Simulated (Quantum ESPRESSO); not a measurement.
Input and output of a self-consistent single point for Sb₂O₃ (Pccn, 20 atoms in the cell) (Quantum ESPRESSO).

Computed with PBEsol, GBRV 1.5 ultrasoft (PBESOL) pseudopotentials (plane waves; Quantum ESPRESSO 7.5).

```
Sb2O3
1.0
    4.91695     0.00000     0.00000
    0.00000    12.26300     0.00000
    0.00000     0.00000     5.35205
Sb O
8 12
Cartesian
  4.71305  10.70082   0.95138
  0.20391   1.56218   4.40067
  2.66238   7.69369   0.95138
  2.25457   4.56932   4.40067
  2.25457   1.56218   1.72465
  2.66238  10.70082   3.62741
  0.20391   4.56932   1.72465
  4.71305   7.69369   3.62741
  3.68771   9.19725   0.08205
  1.22924   3.06575   5.27001
  1.22924   3.06575   2.59398
  3.68771   9.19725   2.75807
  4.18364  11.55187   4.56257
  0.73331   0.71113   0.78948
  3.19179   6.84263   4.56257
  1.72516   5.42037   0.78948
  1.72516   0.71113   3.46551
  3.19179  11.55187   1.88655
  0.73331   5.42037   3.46551
  4.18364   6.84263   1.88655
```

Reference input (self-consistent single point, DFT, PBEsol, plane waves, GBRV 1.5 ultrasoft (PBESOL) pseudopotentials): ecutwfc = 40 Ry; ecutrho = 200 Ry; occupations = smearing; smearing = fermi-dirac; degauss = 0.000734986 Ry; potentials = {Sb: sb_pbesol_v1.4.uspp.F.UPF, O: o_pbesol_v1.2.uspp.F.UPF}; K_POINTS = automatic 3 2 3 0 0 0; conv_thr = 1e-10 Ry. This run's input differs from it in these lines:

```diff
@@ -17,2 +17,3 @@
    degauss = 0.000734986
+   nbnd = 96
 /
```

Log, with long lists cut:

```
     Self-consistent Calculation

     iteration #  1     ecut=    40.00 Ry     beta= 0.70

 %%%%%%%%%%%%%%%%%%%%%%%%%%%%%%%%%%%%%%%%%%%%%%%%%%%%%%%%%%%%%%%%%%%%%%%%%%%%%%
     Error in routine efermig (1):
     internal error, cannot bracket Ef
 %%%%%%%%%%%%%%%%%%%%%%%%%%%%%%%%%%%%%%%%%%%%%%%%%%%%%%%%%%%%%%%%%%%%%%%%%%%%%%

     stopping ...
```

The program stopped with an error at about iteration 1. 

The starting cell comes from a database of computed structures (which also holds hypothetical and non-ambient phases and stackings), without a prior relaxation at this level. Its lattice was rescaled by a random factor within 2.5 % of one.
